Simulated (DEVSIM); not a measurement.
Device: Mo/SiO2/p-Si capacitor, at 300 K.

```csv
layer (left to right),material,thickness (nm),Na (cm⁻³)
1,SiO2,3.70,-
2,Si,2300,6e16
```

Metal gate on the left, work function 4.6 eV. Fixed charge at the semiconductor interface 0 cm⁻² (in units of +e); interface traps 5.3e10 cm⁻² eV⁻¹, uniform in energy, neutral level at 0.5 of the gap above the valence band.

The device is made up for the run: typed textbook-type constants, with dimensions and the other settings drawn at random. Values at 300 K; Nc and Nv go as T^1.5, mobilities as T to minus their exponent, the gap by Varshni's rule with the affinity fixed.

```tsv
parameter	SiO2	Si
gap (eV)	9	1.124
affinity (eV)	0.9	4.05
permittivity	3.9	11.7
Nc (cm⁻³)	-	2.86e19
Nv (cm⁻³)	-	3.1e19
Varshni α (eV/K)	-	0.000473
Varshni β (K)	-	636
```

Model (solved in DEVSIM): 1D Poisson equation in equilibrium, Boltzmann statistics, complete ionisation; no quantum confinement or tunnelling. Metal contacts follow the ideal Schottky-Mott rule: no Fermi-level pinning, no interface dipoles.

The temperature was swept, all else fixed.

| temperature (K) | flat-band voltage (V) | threshold voltage (band bending 2φF) (V) | minimum of the low-frequency capacitance (μF/cm²) |
|---|---|---|---|
| 250 | -0.46 | 0.57 | 0.0840 |
| 300 | -0.42 | 0.53 | 0.0872 |
| 350 | -0.37 | 0.49 | 0.0947 |
| 400 | -0.32 | 0.45 | 0.101 |
| 450 | -0.27 | 0.40 | 0.112 |
| 500 | -0.22 | 0.36 | 0.126 |

From the first row to the last the flat-band voltage goes from -0.46 to -0.22. From the first row to the last the threshold voltage (band bending 2φF) goes from 0.57 to 0.36.
